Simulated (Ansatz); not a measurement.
```
CELL_PARAMETERS angstrom
      0.00000     4.27908     4.27908
      4.27908     0.00000     4.27908
      4.27908     4.27908     0.00000
ATOMIC_POSITIONS crystal
  V  0.00000 0.00000 0.00000
  Nb 0.00000 0.00000 0.50000
  Nb 0.00000 0.50000 0.00000
  Nb 0.00000 0.50000 0.50000
  V  0.50000 0.00000 0.00000
  V  0.50000 0.00000 0.50000
  V  0.50000 0.50000 0.00000
  Nb 0.50000 0.50000 0.50000
  N  0.26766 0.24411 0.24411
  N  0.25589 0.23234 0.75589
  N  0.25589 0.75589 0.23234
  N  0.25589 0.75589 0.75589
  N  0.74411 0.24411 0.24411
  N  0.74411 0.24411 0.76766
  N  0.74411 0.76766 0.24411
  N  0.73234 0.75589 0.75589
```

The mixing enthalpy is taken against the end members in the rock salt type (which need not be the stable form of NbN), relaxed in the same cell and mesh, with VN and NbN held in the symmetric form, which may not be a minimum.

Level of theory: PBE (plane waves to 420 eV, PAW; Ansatz, an electronic-structure program). Spin–orbit coupling is left out; the runs are not spin-polarised. Its k-point mesh 5×5×5, Fermi–Dirac width 0.05 eV.

**Question.** Give the composition and order of this alloy cell, and its volume, bond lengths and mixing enthalpy.

**Answer.** A 16-atom cell of (V,Nb)N started in the rock salt structure, site fractions V 0.500, Nb 0.500, short-range order 0.00 in the first shell of the mixed sites (0 is random, a negative value favours unlike neighbours), space group Fd-3m at the end, an ordered arrangement that its symmetry holds.
```
Quantity                                                                                           Value
----------------------------------------------------------  --------------------------------------------
volume per atom                                                                                  9.79 Å³
N–V bonds                                                   2.090 Å on average, from 2.090 to 2.090 (24)
N–Nb bonds                                                  2.191 Å on average, from 2.191 to 2.191 (24)
mixing enthalpy per site of the mixed sublattice                                                  57 meV
departure of the mean lattice parameter from Vegard's line                                        +0.2 %
```
